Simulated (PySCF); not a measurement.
PySCF 2.14.0, B3LYP/def2-svpd, df: CC(C)[N][SiH3], charge -1, multiplicity 1, 15 atoms. The geometry is a generated start, not checked to be a minimum at this level.

```yaml
task: energy
method: b3lyp
basis: def2-svpd
two_electron_scheme: density fitting
mol.max_memory: 3000 MB
mf.max_cycle: 100
mf.init_guess: minao (default)
mf.DIIS: CDIIS (default)
mf.conv_tol: 1e-09 (default)
mf.grids.level: 3 (default)
basis_functions: 184
grid_points: 173520
```

```xyz
15

C     -1.0921     1.3651     0.1176
C     -0.3268     0.0371     0.3231
C     -1.3621    -1.1038     0.4563
N      0.5367    -0.2128    -0.7682
Si     2.1792    -0.2557    -0.7351
H     -1.8008     1.5526     0.9282
H     -1.6311     1.3246    -0.8269
H     -0.3794     2.1852     0.0693
H      0.1778     0.1181     1.3165
H     -0.8377    -2.0478     0.5876
H     -2.0300    -0.9446     1.3075
H     -1.9527    -1.1635    -0.4565
H      2.8992    -1.3046     0.0952
H      2.6401    -0.5044    -2.1299
H      2.9797     0.9543    -0.2847
```

Charge -1 and multiplicity 1 are set for this test and not shown to be the ground state.

One run each on 2 threads, 1 BLAS thread. Values of diis_space tried: 3, 5, 8 (default), 12, 20.

Which value of diis_space needs the fewest Fock builds, and what happens away from it?

Fewest Fock builds, within one of each other: 5 with 14, 8 (default) with 13, 12 with 13, 20 with 13. The count rises to 20 at 3. All converge to one solution.

```tsv
diis_space	Fock builds	end
3	20	same solution
5	14	same solution
8 (default)	13	same solution
12	13	same solution
20	13	same solution
```
